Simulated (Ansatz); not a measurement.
ZnIn2O4 (model structure, started from the spinel type, Fd-3m, No. 227, 14 atoms in the cell), treated with r²SCAN (plane waves, PAW; Ansatz, a first-principles code).

Excerpt of the program's output:

```
Crystal: 14 atoms, lattice volume = 177.524 Å³
Basis set: ecut = 560 eV, 5329 PW (Γ), exchange–correlation on 150×150×150 points (27 copies of the dense FFT grid, shifted against one another)
Bands: 76, of which v1, the nominal top of the filled ones, is band 62 counted from 1 (61 counted from 0)
Symmetry: 48 space group operations
Space group: Fd-3m (ITA 227), of the structure as read, at distance tolerance 5.6e-5 Å
k-points: 29 of 512
Functional: x = r2scan, c = r2scan; τ floored in thin density (d = 2e-4 eV/Å³)
SCF iter   1: F=—  HF=-33650.907079 eV  |F-HF|=—  |Δ(HF+E_count)|=         —  Δρ=1.44e-2  dr2=2.11e-1  dr2_τ=4.19e-1
SCF iter   2: F=—  HF=-33651.091867 eV  |F-HF|=—  |Δ(HF+E_count)|=   1.85e-1  Δρ=6.03e-3  dr2=4.27e-2  dr2_τ=2.13e-3
  ...
SCF iter   9: F=—  HF=-33651.084690 eV  |F-HF|=—  |Δ(HF+E_count)|=   4.45e-9  Δρ=2.22e-6  dr2=9.00e-9  dr2_τ=2.12e-10
SCF iter  10: F=-33651.084690 eV  HF=-33651.084690 eV  |F-HF|=6.55e-11  |Δ(HF+E_count)|=   1.05e-9  Δρ=2.76e-7  dr2=1.64e-10  dr2_τ=3.29e-12
SCF 1 converged in 10 iterations: F = -33651.084690 eV  dr2 = 1.64e-10
SCF converged after 10 iterations
Free energy (F): -33651.084690 eV
Internal energy: -33651.084690 eV  (E = F + TS)
E sigma→0 (E₀):  -33651.084690 eV
Fermi energy:    8.655235 eV
--- Forces (eV/Å), atoms counted from 1 ---
  atom   1  In    -0.00000000     0.00000000     0.00000000
  atom   2  In    -0.00000000     0.00000000     0.00000000
  atom   3  In     0.00000000    -0.00000000     0.00000000
  atom   4  In     0.00000000    -0.00000000    -0.00000000
  atom   5  Zn    -0.00000000    -0.00000000    -0.00000000
  atom   6  Zn    -0.00000000     0.00000000    -0.00000000
  atom   7  O     -0.05780226    -0.05780226    -0.05780226
  atom   8  O     -0.05780226     0.05780226     0.05780226
  atom   9  O      0.05780226    -0.05780226     0.05780226
  atom  10  O      0.05780226     0.05780226    -0.05780226
  atom  11  O      0.05780226     0.05780226     0.05780226
  atom  12  O      0.05780226    -0.05780226    -0.05780226
  atom  13  O     -0.05780226     0.05780226    -0.05780226
  atom  14  O     -0.05780226    -0.05780226     0.05780226
--- Stress (GPa, compression-positive) ---
       -0.003380      -0.000000       0.000000
        0.000000      -0.003380       0.000000
       -0.000000       0.000000      -0.003380
  P = ⅓ Tr σ = -0.0034 GPa (-0.034 kbar)
```

Q: Write an input file that could have produced this run (the log leaves some choices open).

A: This is not unique; one that fits is 
Ansatz 0.2 input:
```yaml
crystal:
  lattice:
    - [0.0, 4.4607585144, 4.4607585144]
    - [4.4607585144, 0.0, 4.4607585144]
    - [4.4607585144, 4.4607585144, 0.0]
  atoms:
    - { symbol: In, position: [0.625, 0.625, 0.625] }
    - { symbol: In, position: [0.125, 0.625, 0.625] }
    - { symbol: In, position: [0.625, 0.125, 0.625] }
    - { symbol: In, position: [0.625, 0.625, 0.125] }
    - { symbol: Zn, position: [0.25, 0.25, 0.25] }
    - { symbol: Zn, position: [0.0, 0.0, 0.0] }
    - { symbol: O, position: [0.869353179, 0.869353179, 0.869353179] }
    - { symbol: O, position: [0.3919404629, 0.869353179, 0.869353179] }
    - { symbol: O, position: [0.869353179, 0.3919404629, 0.869353179] }
    - { symbol: O, position: [0.869353179, 0.869353179, 0.3919404629] }
    - { symbol: O, position: [0.380646821, 0.380646821, 0.380646821] }
    - { symbol: O, position: [0.8580595371, 0.380646821, 0.380646821] }
    - { symbol: O, position: [0.380646821, 0.8580595371, 0.380646821] }
    - { symbol: O, position: [0.380646821, 0.380646821, 0.8580595371] }
basis:
  ecutwfc: 560
  ecutrho_ratio: 4
  xc_grid: 3
kpoints:
  mp_grid: { grid: [8, 8, 8] }
  band_path:
    path:
      - [0.0, 0.0, 0.0]
      - [0.083333, 0.0, 0.083333]
      - [0.166667, 0.0, 0.166667]
      - [0.25, 0.0, 0.25]
      - [0.333333, 0.0, 0.333333]
      - [0.416667, 0.0, 0.416667]
      - [0.5, 0.0, 0.5]
      - [0.625, 0.25, 0.625]
      - [0.375, 0.375, 0.75]
      - [0.321429, 0.321429, 0.642857]
      - [0.267857, 0.267857, 0.535714]
      - [0.214286, 0.214286, 0.428571]
      - [0.160714, 0.160714, 0.321429]
      - [0.107143, 0.107143, 0.214286]
      - [0.053571, 0.053571, 0.107143]
      - [0.1, 0.1, 0.1]
      - [0.2, 0.2, 0.2]
      - [0.3, 0.3, 0.3]
      - [0.4, 0.4, 0.4]
      - [0.5, 0.5, 0.5]
      - [0.5, 0.4375, 0.5625]
      - [0.5, 0.375, 0.625]
      - [0.5, 0.3125, 0.6875]
      - [0.5, 0.25, 0.75]
      - [0.5, 0.125, 0.625]
    npoints: 1
hamiltonian:
  xc: r2scan
  dispersion: none
  pseudopotentials: { kind: paw }
scf:
  occupations: { method: fermi_dirac, width: 0.01 }
  convergence: { dr2_threshold: 0.0000000014 }
output:
  forces: true
  stress: true
  eigenvalues: true
  write_bands: true
```

The PAW data were made under PBE.

Note: the relaxation could raise the start's symmetry but not lower it, so the cell can be a saddle point. Note: cell and atoms aren't relaxed at this level (largest force component 0.06 eV/Å).

A model structure was made by putting elements into a prototype or built by hand; it is no filed structure, need not be a known phase, and can be a saddle point held by its symmetry.
